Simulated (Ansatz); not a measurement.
Consider MgS in the rock salt structure (space group Fm-3m, No. 225; a = 5.182 Å).

The change: a fraction x = 0.333 of the S sites is given to O, ordered in a cell of 6 atoms (starting symmetry P-3m1) and fully relaxed.

The other end (x = 1) is MgO in the rock salt structure (space group Fm-3m, No. 225): 9.36 Å³/atom, gap 4.62 eV.

Levels (all Ansatz, a first-principles code, PAW): PBEsol (420 eV, no spin-orbit coupling); r2SCAN (500 eV, scalar-relativistic without spin-orbit coupling); HSE06 (420 eV, no spin-orbit coupling).

One geometry, relaxed with PBEsol, under each level:

| level | band gap | pressure |
|---|---|---|
| PBEsol | 1.48 eV | -0.01 GPa |
| r2SCAN | 2.25 eV | 0.63 GPa |
| HSE06 | 2.64 eV | – |

Single points use the geometry relaxed with PBEsol. Their cutoffs differ, which shifts pressures a little. These are small ordered cells, not random alloys; other orderings at the same x differ. No phonon test of stability was made.
